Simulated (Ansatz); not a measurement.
Results of LDA (plane waves, PAW; Ansatz, a quantum-chemistry and plane-wave program) for CaTiN2 (model structure, started from the beta NaFeO2 type, Pna2₁, No. 33, 16 atoms in the cell).

Numerical settings: plane-wave cutoff 520 eV, 6×6×8 k mesh (along the axes of the cell as run), Fermi–Dirac smearing 0.01 eV, no spin polarisation, scalar-relativistic PAW data made under PBE.

Cell (relaxed with PBEsol):

CaTiN$_{2}$ is modelled in the orthorhombic space group Pna2₁ (No. 33), Pearson symbol oP16. Cell: a = 6.0163 Å, b = 7.3386 Å, c = 5.2039 Å, α = 90.00°, β = 90.00°, γ = 90.00°. Ca on 4a is coordinated by 4 N at 2.293–2.448 Å and 1 N at 2.801 Å. Ti on 4a has 4 N at 1.889–1.945 Å (tetrahedral). N1 on 4a has 2 Ti at 1.889–1.904 Å and 2 Ca at 2.293–2.318 Å (tetrahedral). N2 on 4a is surrounded by 2 Ti at 1.943–1.945 Å and 2 Ca at 2.402–2.448 Å and 1 Ca at 2.801 Å. (Neighbours: up to the widest gap in distance over summed covalent radii, below 1.35, at either atom; cation-cation and far metal-metal contacts left out.)

Task: Estimate the band gap and smallest direct gap on the k points sampled that the calculation returns.

Result: 
band gap: 1.96 eV (indirect)
smallest direct gap on the k points sampled: 2.03 eV

Note: the relaxation could raise the start's symmetry but not lower it, so the cell can be a saddle point; cell and atoms aren't relaxed at this level (largest force component 0.09 eV/Å, pressure -4.0 GPa).

Static lattice: no zero-point or thermal effects.

The result took roughly 4 core-minutes.

A model structure was made by putting elements into a prototype or built by hand; it is no filed structure, need not be a known phase, and can be a saddle point held by its symmetry.
